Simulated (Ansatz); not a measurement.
The starting structures come from a database of crystals and need not be the phases stable at ambient conditions.

 Where the default PAW files enter, the runs use the earlier of Ansatz's two default sets.

By PBEsol, the system below comes out a metal.

The ballistic (Sharvin) conductance counts the channels at the Fermi level: G/A = (e²/h) × channels of both spins per area.

Given:

```
CELL_PARAMETERS angstrom
      4.18728     0.00000     0.00000
      0.00000     4.18728     0.00000
      0.00000     0.00000     2.94914
ATOMIC_POSITIONS crystal
  Al 0.50000 0.00000 0.50000
  Al 0.00000 0.50000 0.50000
  Cu 0.00000 0.00000 0.00000
```

Space group of this cell: P4/mmm. The cell is strained (all lengths scaled by 1.02); by PBEsol its mean pressure is -6.9 GPa.

The current flows along the normal of the first two printed cell vectors, the (001) plane of the conventional cell. No spin-orbit coupling; the value is a mean over 0.1 eV about the Fermi level.

Q: Compute, with PBEsol (Ansatz, a quantum-chemistry and plane-wave program), the ballistic conductance per area.

A: 0.93 × 10¹⁵ S/m² for both spins.
